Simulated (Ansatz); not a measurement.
What pressure 30 GPa does to GaCuSe2

Base system: GaCuSe₂ in the chalcopyrite structure (space group I-42d, No. 122; a = 5.608 Å, c = 11.096 Å).

Perturbation: a hydrostatic pressure of 30 GPa.

Level of theory: r2SCAN/PAW in Ansatz (an electronic-structure program), no spin-orbit coupling, earlier PAW set. Γ-centred 8×8×8 mesh, Fermi–Dirac width 0.05 eV.

The volume per atom falls by 4.69 Å³ to 17.12 Å³ and the density grows by 1.52 g/cm³ to 7.06 g/cm³. The c/a ratio falls by 0.003, from 1.979 to 1.976 and the shortest interatomic distance drops by 0.201 Å (2.408 Å → 2.207 Å). The enthalpy H = E + PV relative to the base's energy is +3.55 eV/atom and the band gap increases by 1.106 eV to 1.67 eV. The gap character remains direct at Γ and the width of the top valence band grows by 0.655 eV (0.93 eV → 1.58 eV). The electron mass changes from 0.071 mₑ along c, 0.079 mₑ across (at Γ) to 2.1 mₑ along c, 0.28 mₑ across (at Γ) and the hole mass goes from 0.083 mₑ along c, 0.68 mₑ across (at Γ) to 0.17 mₑ along c, 0.40 mₑ across (at Γ). The valence-band top at Γ (three highest levels, from the VBM) goes from 0.00, -0.11, -0.11 eV to 0.00, -0.12, -0.12 eV.

Final structure:

```
GaCuSe2
1.0
   -2.58764     2.58764     5.11255
    2.58764    -2.58764     5.11255
    2.58764     2.58764    -5.11255
Cu Ga Se
2 2 4
Direct
  0.75000   0.25000   0.50000
  0.00000   0.00000   0.00000
  0.25000   0.75000   0.50000
  0.50000   0.50000   0.00000
  0.11668   0.12500   0.49168
  0.63332   0.62500   0.50832
  0.37500   0.88332   0.00832
  0.87500   0.36668   0.99168
```

Load acts through the strain it causes; cell and atoms are relaxed under it. Effective masses come from finite differences of ±0.01 Å⁻¹. Whether these cells are dynamically stable was not tested. No other phases were tried under pressure. The final runs are not spin-polarised.
